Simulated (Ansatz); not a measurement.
The starting structures come from a database of crystals and need not be the phases stable at ambient conditions.

By PBEsol, the system below comes out a metal.

Without scattering a metal conducts by its projected Fermi surface.

Given:

```
CELL_PARAMETERS angstrom
      5.27355     0.00000     0.00000
      0.00000     7.39776     0.00000
      0.00000     0.00000     4.01014
ATOMIC_POSITIONS crystal
  Si 0.70036 0.90225 0.25000
  Si 0.29964 0.09775 0.75000
  Si 0.79964 0.40225 0.75000
  Si 0.20036 0.59775 0.25000
  Ru 0.48614 0.78778 0.75000
  Ru 0.51386 0.21222 0.25000
  Ru 0.01386 0.28778 0.25000
  Ru 0.98614 0.71222 0.75000
  Ru 0.16649 0.93467 0.25000
  Ru 0.83351 0.06533 0.75000
  Ru 0.33351 0.43467 0.75000
  Ru 0.66649 0.56533 0.25000
```

Space group of this cell: Pnma. The cell is taken as given; by PBEsol its mean pressure is -3.6 GPa.

The current flows along the normal of the first two printed cell vectors. No spin-orbit coupling; the value is a mean over 0.1 eV about the Fermi level.

**Question.** Give the ballistic conductance per area that Ansatz (a quantum-chemistry and plane-wave program) with PBEsol yields.

**Answer.** 0.75 × 10¹⁵ S/m² for both spins.
